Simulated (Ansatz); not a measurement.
The starting structures come from a database of crystals and need not be the phases stable at ambient conditions.

By PBEsol, the system below comes out a metal.

Here is the system:

```
AlOs
1.0
    2.99791     0.00000     0.00000
    0.00000     2.99791     0.00000
    0.00000     0.00000     2.99791
Al Os
1 1
Cartesian
  0.00000   0.00000   0.00000
  1.49896   1.49896   1.49896
```

Space group of this cell: Pm-3m, CsCl type. The cell is taken as given; by PBEsol its mean pressure is -1.3 GPa.

The current runs along the normal of the first two printed vectors, the (001) plane. All runs by Ansatz (a quantum-chemistry and plane-wave program), plane waves and PAW, without spin-orbit coupling; the base is PBEsol.

```
run                                                      mean pressure (GPa)  G/A, both spins (10¹⁵ S/m²)
-------------------------------------------------------  -------------------  ---------------------------
base                                                                    -1.3                         1.26
all lengths scaled by 0.98                                              15.7                          [?]
all lengths scaled by 1.02                                             -14.0                         1.21
lengths across the current scaled by 0.98, ions clamped                  9.6                          [?]
lengths across the current scaled by 1.02, ions clamped                -10.1                         1.25
lengths along the current scaled by 0.97, ions clamped                   6.9                         1.33
lengths along the current scaled by 1.03, ions clamped                  -8.0                         1.21
```

**Question.** Some entries are withheld; supply them.

**Answer.** 
- all lengths scaled by 0.98, G/A, both spins (10¹⁵ S/m²): 1.31
- lengths across the current scaled by 0.98, ions clamped, G/A, both spins (10¹⁵ S/m²): 1.28
